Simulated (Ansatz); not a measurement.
An Ansatz (an electronic-structure program) input (Ansatz, PBE, PAW, cutoff 420 eV, spin-orbit coupling left out, earlier PAW set):

Ansatz 0.2 input:
```yaml
crystal:
  lattice:
    - [5.8469530132, 0, 0]
    - [0, 3.7753403556, 0]
    - [0, 0, 6.2048149317]
  atoms:
    - { symbol: Pt, position: [0.9978485753, 0.25, 0.1924133843] }
    - { symbol: Pt, position: [0.4978485753, 0.25, 0.3075866157] }
    - { symbol: Pt, position: [0.0021514247, 0.75, 0.8075866157] }
    - { symbol: Pt, position: [0.5021514247, 0.75, 0.6924133843] }
    - { symbol: Ge, position: [0.18636161, 0.25, 0.5884546691] }
    - { symbol: Ge, position: [0.68636161, 0.25, 0.9115453309] }
    - { symbol: Ge, position: [0.81363839, 0.75, 0.4115453309] }
    - { symbol: Ge, position: [0.31363839, 0.75, 0.0884546691] }
basis: { ecutwfc: 420, ecutrho_ratio: 4, xc_grid: 2, fft_grid_basis: typed }
kpoints: { mp_grid: { grid: [8, 12, 8] } }
hamiltonian:
  xc: pbe
  dispersion: none
  pseudopotentials: { azcp: { folder: ./paw }, kind: paw }
scf: { occupations: { method: fermi_dirac, width: 0.05 }, convergence: { dr2_threshold: 0.0000000008 } }
relax: { f_tol: 0.005, max_steps: 50 }
output: { forces: true, stress: true }
checkpoint: { write: state.ck, write_every: 1000 }
```

### Question
Which symmetry and how many k-points will the program report, and about how many plane waves at Γ?

### Answer
Space group Pnma (ITA 62) with 8 operations, k-points 175 of 768, and 2699 plane waves at Γ.

### Question
And the final pressure?

### Answer
-1.96 GPa (compression positive).

The cells carry an imposed strain or load. Stability against distortions was not tested. The final runs are not spin-polarised. The cell was made from PtGe (space group Pnma, No. 62) by this change: isotropic strain +0.48 %.
